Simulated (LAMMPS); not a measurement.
Melts of Cu (fcc) with 75 % of Cu sites Pd cooled to 300 K at several rates.

Method: classical MD, pair style eam, the elements' _u3.eam files (universal-3 set of Foiles, Baskes and Daw); code LAMMPS.

```
cooling rate (K/s)  energy above the crystal  state                  density  coordination number of Cu by Pd       rough cost
------------------  ------------------------  -----  -----------------------  -------------------------------  ---------------
1e+12                          0.046 eV/atom  glass  11.0 g/cm³ (one sample)         10.0 (counted to 3.46 Å)  50 core-minutes
1e+13                          0.050 eV/atom  glass  11.0 g/cm³ (one sample)         10.1 (counted to 3.46 Å)  13 core-minutes
1e+14                          0.055 eV/atom  glass  11.0 g/cm³ (one sample)          9.7 (counted to 3.42 Å)   4 core-minutes
```

Costs are rough and include melting and analysis.
